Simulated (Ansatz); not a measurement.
The starting structures come from a database of crystals and need not be the phases stable at ambient conditions.

By PBEsol, the system below comes out a metal.

The ballistic (Sharvin) conductance counts the channels at the Fermi level: G/A = (e²/h) × channels of both spins per area.

Input:

```
CELL_PARAMETERS angstrom
      5.50112     0.00000     0.00000
     -0.00581     5.50112     0.00000
      2.74765     2.75056     3.96699
ATOMIC_POSITIONS crystal
  Ga 0.24976 0.24976 0.50048
  Ga 0.75024 0.75024 0.49952
  Pt 0.20686 0.79314 0.00000
  Pt 0.79314 0.20686 0.00000
  Pt 0.70666 0.70666 0.00000
  Pt 0.29334 0.29334 0.00000
  Pt 0.75000 0.25000 0.50000
  Pt 0.25000 0.75000 0.50000
```

The cell is taken as given; by PBEsol it stands under a pressure of -3.8 GPa.

The current flows along the normal of the first two printed cell vectors. No spin-orbit coupling; the value is a mean over 0.1 eV about the Fermi level.

**Question.** Predict the ballistic conductance per area from PBEsol run with Ansatz (a quantum-chemistry and plane-wave program).

**Answer.** 0.50 × 10¹⁵ S/m² for both spins.
